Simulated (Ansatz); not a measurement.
The parent structure is BAs in the zinc blende structure (space group F-43m, No. 216; a = 4.768 Å).

Perturbation: hydrostatic tension (pressure −2 GPa).

Levels (all Ansatz, a first-principles code, PAW): PBEsol (420 eV, without spin-orbit coupling); r2SCAN (500 eV, no spin-orbit coupling); HSE06 (420 eV, no spin-orbit coupling).

One geometry, relaxed with PBEsol, under each level:

Notes on the quantities. hole mass: degenerate bands, along [100].

| level | band gap | lowest conduction level above the VBM at special points | electron mass | hole mass | pressure |
|---|---|---|---|---|---|
| PBEsol | 1.10 eV | X 1.33 eV; K 1.95 eV; U 1.95 eV; L 2.59 eV | 1.1 mₑ along k, 0.21 mₑ across (off the special points) | 0.22, 0.23, 0.23 mₑ (at Γ) | -1.99 GPa |
| r2SCAN | [?] | [?] | 1.1 mₑ along k, 0.21 mₑ across (off the special points) | [?] | [?] |
| HSE06 | 1.84 eV | X 2.07 eV; K 2.75 eV; U 2.75 eV; Γ 4.10 eV | – | – | – |

**Question.** Give the withheld r2SCAN results.

**Answer.** 
- r2SCAN, band gap: 1.38 eV
- r2SCAN, lowest conduction level above the VBM at special points: X 1.62 eV; K 2.29 eV; U 2.29 eV; L 2.91 eV
- r2SCAN, hole mass: 0.21, 0.22, 0.22 mₑ (at Γ)
- r2SCAN, pressure: -0.64 GPa

Single points use the geometry relaxed with PBEsol. Their cutoffs differ, which shifts pressures a little. HSE06 was sampled on its mesh, a few special points and the semilocal edge points, so its gap is an upper bound. Load acts through the strain it causes; cell and atoms are relaxed under it. Effective masses come from finite differences of ±0.01 Å⁻¹. Along k means along the line from Γ to the band edge. Stability against distortions was not tested.
